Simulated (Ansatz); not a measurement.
## A series of runs on FeO (Fm-3m, 2 atoms in the cell)

```
FeO
1.0
    0.00000     2.13122     2.13122
    2.13122     0.00000     2.13122
    2.13122     2.13122     0.00000
Fe O
1 1
Direct
  0.00000   0.00000   0.00000
  0.50000   0.50000   0.50000
```
Moments meant for the start (each program seeds them in its own way; μB, in the order of the atoms Fe O): 4.0 0.0.

Base run A: Ansatz (an electronic-structure program) with PBE, PAW files, self-consistent single point.

Its settings: kpoints.mp_grid.grid = 18 18 18; hamiltonian.xc = pbe; hamiltonian.pseudopotentials = {kind: paw} (the program's default PAW files); magnetization.spin_polarized = true; scf.occupations.method = fermi_dirac; scf.occupations.width = 0.1 eV.

The starting cell comes from a database of computed structures (which also holds hypothetical and non-ambient phases and stackings), without a prior relaxation at this level. The magnetic order is the one reached from the typed start; others were not searched systematically. In the base run, with a pressure of about 7 GPa the cell is away from its equilibrium volume at this level. Ansatz's pressure includes its estimate of the finite-basis (Pulay) stress.

ΔF is the free energy per atom less that of run A. 

Run A gave: pressure (GPa) 6.72; size of the net moment (μB/atom) 2.00; TS (meV/atom) 22.4; k-points 195.

Runs:
- B: kpoints.mp_grid.grid, scf.occupations.width = 13 13 13, 0.03 eV
- C: kpoints.mp_grid.grid, scf.occupations.width = 13 13 13, 0.1 eV
- D: kpoints.mp_grid.grid, scf.occupations.width = 13 13 13, 0.3 eV
- E: kpoints.mp_grid.grid, scf.occupations.width = 15 15 15, 0.03 eV
- F: kpoints.mp_grid.grid, scf.occupations.width = 15 15 15, 0.1 eV
- G: kpoints.mp_grid.grid, scf.occupations.width = 15 15 15, 0.3 eV
- H: kpoints.mp_grid.grid, scf.occupations.width = 18 18 18, 0.03 eV
- I: kpoints.mp_grid.grid, scf.occupations.width = 18 18 18, 0.3 eV
- J: kpoints.mp_grid.grid, scf.occupations.width = 21 21 21, 0.03 eV
- K: kpoints.mp_grid.grid, scf.occupations.width = 21 21 21, 0.1 eV
- L: kpoints.mp_grid.grid, scf.occupations.width = 21 21 21, 0.3 eV

### Question
What does run G change against A?

### Answer
The free energy goes down by 103 meV/atom, the pressure goes from 6.72 to 6.46 GPa and the size of the net moment goes from 2.00 to 1.89 μB/atom.

### Question
What does run E change against A?

### Answer
The free energy goes up by 9.5 meV/atom, the pressure goes from 6.72 to 6.54 GPa and the size of the net moment stays at 2.00 μB/atom.

```csv
run,ΔF (meV/atom),pressure (GPa),size of the net moment (μB/atom),TS (meV/atom),k-points
A,0.00,6.72,2.00,22.4,195
B,9.4,6.53,2.00,1.6,84
C,-0.04,6.71,2.00,22.3,84
D,-103.4,6.46,1.89,242.1,84
E,9.5,6.54,2.00,1.7,120
F,-0.02,6.71,2.00,22.4,120
G,-103.4,6.46,1.89,242.1,120
H,9.6,6.54,2.00,1.8,195
I,-103.4,6.46,1.89,242.1,195
J,9.7,6.54,2.00,1.8,286
K,0.01,6.72,2.00,22.4,286
L,-103.3,6.46,1.89,242.1,286
```

Keys are those of Ansatz 0.2.
